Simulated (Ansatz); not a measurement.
Results of G0W0@PBEsol+SOC (plane waves, hard PAW, contour deformation, complete-basis limit, spin–orbit shift from PBEsol; Ansatz, a first-principles code) for Li3OBr (Pm-3m, No. 221, 5 atoms in the cell; start mp-28593).

Run with largest k mesh 8×8×8 (not extrapolated in the mesh).

Cell (relaxed with PBEsol):

```cif
data_BrLi3O
_chemical_formula_sum 'Li3 Br1 O1'
_space_group_name_H-M_alt 'P 1'
_space_group_IT_number 1
_cell_length_a 3.93741
_cell_length_b 3.93741
_cell_length_c 3.93741
_cell_angle_alpha 90.000
_cell_angle_beta 90.000
_cell_angle_gamma 90.000
loop_
_space_group_symop_operation_xyz
  'x, y, z'
loop_
_atom_site_label
_atom_site_type_symbol
_atom_site_fract_x
_atom_site_fract_y
_atom_site_fract_z
_atom_site_occupancy
Li1 Li 0.50000 0.00000 0.00000 1
Li2 Li 0.00000 0.50000 0.00000 1
Li3 Li 0.00000 0.00000 0.50000 1
Br1 Br 0.50000 0.50000 0.50000 1
O1 O 0.00000 0.00000 0.00000 1
```

Q: Predict the band gap.

A: 
- band gap = 6.71 eV

Note: spin–orbit coupling enters as the shift of the gap found with a semilocal functional.

Computing time: around 4 core-hours (rough).

A start named mp-… is a Materials Project structure, which need not be a measured phase.
